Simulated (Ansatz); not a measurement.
# How far to go with the plane-wave cutoff: Zr2Ga (Fmm2, 6 atoms in the cell)

```
Zr2Ga
1.0
   -3.32795     3.32795     2.72813
    3.32795    -3.32795     2.72813
    3.32795     3.32795    -2.72813
Zr Ga
4 2
Direct
  0.65917   0.15917   0.81834
  0.34614   0.84614   0.19228
  0.15386   0.34614   0.50000
  0.84614   0.65386   0.50000
  0.25000   0.25000   0.00000
  0.75000   0.75000   0.00000
```

Method of the run: PBEsol, default PAW files made with PBE (plane waves; Ansatz, an electronic-structure program).

Base settings: basis.ecutwfc = 30.9 Ry; kpoints.mp_grid.grid = 3 3 3; hamiltonian.xc = pbesol; hamiltonian.pseudopotentials = {kind: paw} (the program's default PAW files); scf.occupations.method = gaussian; scf.occupations.width = 0.0073 Ry.

The second cell is the first with its lattice scaled by 0.98.

The mesh stays at the base's, so the ladder's end is converged at best in this setting alone.

The first pressure column holds Ansatz's estimate of the finite-basis (Pulay) stress, which hides part of the cutoff error; the other is without it.

Only quantities that move along the ladder and can be compared are tabulated.

The count of work is k-points × plane waves × bands × iterations; it is no time. 

The starting cell comes from a database of computed structures (which also holds hypothetical and non-ambient phases and stackings), without a prior relaxation at this level. Its lattice was rescaled by up to half a per cent. One atom was moved a little off its site on purpose. Without a gap this mesh is coarse (it stands for a supercell whose shortest vector is 16 Å).

Steps (basis.ecutwfc): 10.7 Ry; 12.5 Ry; 14 Ry; 15.4 Ry; 16.9 Ry; 18.4 Ry; 21.7 Ry; 24.6 Ry; 27.9 Ry; 30.9 Ry; 33.8 Ry; 37.1 Ry; 41.5 Ry; 46.3 Ry; 54 Ry; 61.7 Ry; 74.2 Ry.

Question: What is the coarsest basis.ecutwfc that holds the free energy within 0.5 meV/atom of the last step, with all finer ones?

Answer: 33.8 Ry, at 0.27 of the last step's count of work; the step before is off by 0.60 meV/atom.

Question: What is the coarsest basis.ecutwfc that holds the pressure without the Pulay estimate within 0.1 GPa of the last step, with all finer ones?

Answer: 27.9 Ry, at 0.20 of the last step's count of work; the step before is off by 0.75 GPa.

Question: What is the coarsest basis.ecutwfc that holds the pressure within 0.5 GPa of the last step, with all finer ones?

Answer: 21.7 Ry, at 0.14 of the last step's count of work; the step before is off by 1.1 GPa.

| basis.ecutwfc | free energy less the last step's (meV/atom) | energy of the compressed cell less the first (meV/atom) | pressure (GPa) | pressure without the Pulay estimate (GPa) | largest difference of a force vector from the last step's (eV/Å) | count of work / last |
|---|---|---|---|---|---|---|
| 10.7 Ry | 19224.62 | -229.41 | -5.77 | -448.28 | 0.733 | 0.058 |
| 12.5 Ry | 9131.58 | 345.04 | -0.94 | -255.72 | 0.170 | 0.068 |
| 14 Ry | 4930.71 | 85.25 | -1.06 | -163.30 | 0.152 | 0.073 |
| 15.4 Ry | 2547.32 | 92.91 | -1.42 | -101.08 | 0.025 | 0.081 |
| 16.9 Ry | 1220.23 | -9.64 | -0.62 | -58.66 | 0.064 | 0.097 |
| 18.4 Ry | 523.21 | 22.49 | -0.82 | -30.91 | 0.040 | 0.10 |
| 21.7 Ry | 65.62 | 12.96 | -1.86 | -6.95 | 0.001 | 0.14 |
| 24.6 Ry | 8.59 | 12.74 | -1.91 | -2.70 | 0.002 | 0.17 |
| 27.9 Ry | 1.39 | 12.22 | -1.95 | -2.02 | 0.000 | 0.20 |
| 30.9 Ry | 0.60 | 12.19 | -1.95 | -1.98 | 0.000 | 0.23 |
| 33.8 Ry | 0.30 | 12.18 | -1.95 | -1.97 | 0.000 | 0.27 |
| 37.1 Ry | 0.17 | 12.17 | -1.95 | -1.96 | 0.000 | 0.31 |
| 41.5 Ry | 0.12 | 12.17 | -1.95 | -1.96 | 0.000 | 0.36 |
| 46.3 Ry | 0.08 | 12.17 | -1.96 | -1.96 | 0.000 | 0.43 |
| 54 Ry | 0.04 | 12.17 | -1.96 | -1.96 | 0.000 | 0.61 |
| 61.7 Ry | 0.01 | 12.17 | -1.96 | -1.96 | 0.000 | 0.76 |
| 74.2 Ry | 0.00 | 12.17 | -1.96 | -1.96 | 0.000 | 1.0 |

The energy difference between the two cells stays within 1 meV/atom of the last step's from 21.7 Ry on, the total only from 30.9 Ry on: much of the error is common to both cells and cancels.

At the lowest cutoff the pressure without the Pulay estimate lies 446 GPa under the last step's, the usual sign of Pulay stress in an incomplete plane-wave basis.

Keys are those of Ansatz 0.2.
